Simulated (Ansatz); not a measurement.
The reference is SiO$_{2}$ (space group P3_221, No. 154; a = 4.8658 Å, c = 5.3652 Å).

Calculations: Kohn–Sham DFT with the LDA functional, run in Ansatz (a first-principles code) with PAW and 420 eV plane waves, spin-orbit coupling left out.

Strains are applied to the cell and any free atomic positions relax.

One change was made to it. Results:

```csv
quantity,base,after
"pressure (mean of the normal stresses, compression positive)",0.00 GPa,0.86 GPa
energy relative to the base (free energy F),0 meV/atom,+0.7 meV/atom
```

Task: What was done to the base?
A. isotropic strain −0.75 %
B. isotropic strain −1.50 %
C. isotropic strain −3.00 %
D. isotropic strain −2.25 %

Result: A, isotropic strain −0.75 %. For comparison, the energy relative to the base in the other runs: isotropic strain −1.50 % gives +2.9 meV/atom; isotropic strain −2.25 % gives +6.9 meV/atom; isotropic strain −3.00 % gives +13 meV/atom.

Whether these cells are dynamically stable was not tested.
